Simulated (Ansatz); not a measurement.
The starting structures come from a database of crystals and need not be the phases stable at ambient conditions.

By PBEsol, the system below comes out a metal.

The ballistic (Sharvin) conductance counts the channels at the Fermi level: G/A = (e²/h) × channels of both spins per area.

Here is the system:

```xyz
6
Lattice="5.1015 0.0000 0.0000 2.5507 5.1296 0.0000 2.5507 1.2684 4.2320" Properties=species:S:1:pos:R:3 pbc="T T T"
Sn     0.0000     0.0000     0.0000
Au     7.6522     5.9260     2.8361
Au     2.5507     0.4719     1.3959
Au     6.7811     3.1990     2.1160
Au     4.2617     3.6166     3.5093
Au     4.2617     2.7814     0.7227
```

Space group of this cell: R32. The cell is taken as given; by PBEsol its mean pressure is -4.3 GPa.

The current flows along the normal of the first two printed cell vectors, the (101) plane of the conventional cell. No spin-orbit coupling; the value is a mean over 0.1 eV about the Fermi level.

### Question
Compute, with Ansatz (a program for electronic structure) with PBEsol, the ballistic conductance per area.

### Answer
0.59 × 10¹⁵ S/m² for both spins.
